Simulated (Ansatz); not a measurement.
**Point defect Au interstitial in silicon**

Method: PBE, PAW (plane waves to 420 eV; Ansatz, a first-principles code). The supercell holds 64 host sites (2×2×2 repeats of the unit cell), with a 2×2×2 shifted k-point sampling for the final energies. Site at the start: void with 4Si nearest. Charged cells carry a point-charge image correction with potential alignment at far atoms. Dielectric constants: PBE linear response of the host. Host gap at this level: 0.61 eV. Finite-size and sampling errors can reach tenths of an eV here. Levels are measured in PBE's own, too narrow, gap. Spin–orbit coupling is left out, which matters for these heavy elements. Each state is the lowest found from its start.

Formation energies E_f are given with the Fermi level at the valence-band maximum. Chemical conditions: host crystal and elements as references (Δμ(Au) = 0.00 eV; Au taken from its element, since no compound that bounds it was computed at this level; only phases computed here count, gases as isolated molecules at 0 K). Reference phases: Au: fcc Au.

The name describes the start; the neighbours show where the added atom ended.

```csv
charge,moment (μB),largest move off a lattice site (Å),neighbours of the added atom at the end (Å),image correction with alignment (eV),"E_f, host crystal and elements as references (eV)"
+1†,not spin-polarised,0.15,"Si 2.51, Si 2.51, Si 2.51, Si 2.52",0.45,–
0†,fractional,0.16,"Si 2.50, Si 2.51, Si 2.52, Si 2.52",0.00,2.66
```

† Not settled in this cell, so no level is given: charge +1: carriers not clearly localised; charge 0: fractional moment, carriers not clearly localised.

No other site or start that was run ended lower by more than 0.1 eV.
